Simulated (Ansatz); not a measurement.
Bond-angle distributions (per cent of the angles at each element, bins of 10°) of a relaxed model of amorphous Al28O45Ga2 at 3.25 g/cm³. Method: PBE, scalar-relativistic without spin-orbit coupling (plane waves to 420 eV, PAW; Ansatz, an electronic-structure program).

The cell was made by melting and quenching with the CHGNet potential and then relaxed with DFT. O atoms were pushed apart under 1.9 Å during the dynamics, to hinder bonds among them. The hot cell started wider than the set density and was brought back towards it in steps. It is the lowest in DFT energy of 2 quenches. It is a model cell: composition and starting density were chosen by hand, and all elements were melted together. No dispersion term was used. Its density started from a set value of 3.25 and ended at 3.25 g/cm³. Cooling (nominally 280 K/ps over its main leg) ran many orders faster than in experiment, which tends to leave more defects and strain. A cell of this size samples the disorder only roughly. The volume was held where the preparation left it and the shape relaxed, at a PBE pressure of 1.1 GPa. Stress components on the final sampling reach 1.1 GPa.

Bonds are counted up to Al-Al 2.66 Å, Al-O 2.26 Å, Al-Ga 2.67 Å, O-O 1.58 Å, O-Ga 2.26 Å, Ga-Ga 2.68 Å. Two cations that share two anions don't count as bonded, nor two that share one unless they lie closer than Al-Al 2.59 Å, Al-Ga 2.60 Å, Ga-Ga 2.61 Å.

```json
[
 {"angle (°)": "50-60", "at Al": "0", "at O": "0"},
 {"angle (°)": "60-70", "at Al": "0", "at O": "0"},
 {"angle (°)": "70-80", "at Al": "4", "at O": "0"},
 {"angle (°)": "80-90", "at Al": "20", "at O": "5"},
 {"angle (°)": "90-100", "at Al": "20", "at O": "19"},
 {"angle (°)": "100-110", "at Al": "21", "at O": "11"},
 {"angle (°)": "110-120", "at Al": "13", "at O": "24"},
 {"angle (°)": "120-130", "at Al": "8", "at O": "18"},
 {"angle (°)": "130-140", "at Al": "5", "at O": "14"},
 {"angle (°)": "140-150", "at Al": "2", "at O": "5"},
 {"angle (°)": "150-160", "at Al": "3", "at O": "2"},
 {"angle (°)": "160-170", "at Al": "2", "at O": "1"},
 {"angle (°)": "170-180", "at Al": "3", "at O": "0"}
]
```

They go with these counts of neighbours within the cut-offs, cation contacts included: Al mean 4.6, most often 5; O mean 3.1, most often 3.
